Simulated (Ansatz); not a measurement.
## Na: biaxial strain +2.00 %, plane normal [001], relaxed out of plane

Base system: Na in the bcc (W type) structure (space group Im-3m, No. 229; a = 4.1735 Å; relaxed with 0.1 eV smearing). Axes: x, y, z lie along the cube axes.

Now apply this change: tensile biaxial strain of 2.00 % in the plane normal to [001], as in epitaxy on a mismatched substrate; the out-of-plane cell vector and the atoms relax.

Level of theory: plane-wave PAW DFT at the PBEsol level (Ansatz, an electronic-structure program, 420 eV), scalar-relativistic without spin-orbit coupling. Γ-centred 22×22×22 mesh, Fermi–Dirac width 0.1 eV.

- Space group: I4/mmm (No. 139) (base Im-3m (No. 229))
- Shortest interatomic distance: 3.628 Å (base 3.614 Å)
- Energy relative to the base (free energy F): +0.4 meV/atom
- Pressure (mean of the normal stresses, compression positive): -0.1 GPa (base 0.0 GPa)
- Band gap: zero (base zero)
- Out-of-plane strain: -2.98 %
- Ratio −ε⊥/ε∥: 1.49
- Mean in-plane stress (compression positive): -0.1 GPa

Final structure (turned so that z lies along the plane normal):

```xyz
1
Lattice="4.2569 0.0000 0.0000 0.0000 4.2569 0.0000 2.1285 -2.1285 2.0246" Properties=species:S:1:pos:R:3 pbc="T T T"
Na     0.0000     0.0000     0.0000
```

Whether these cells are dynamically stable was not tested.
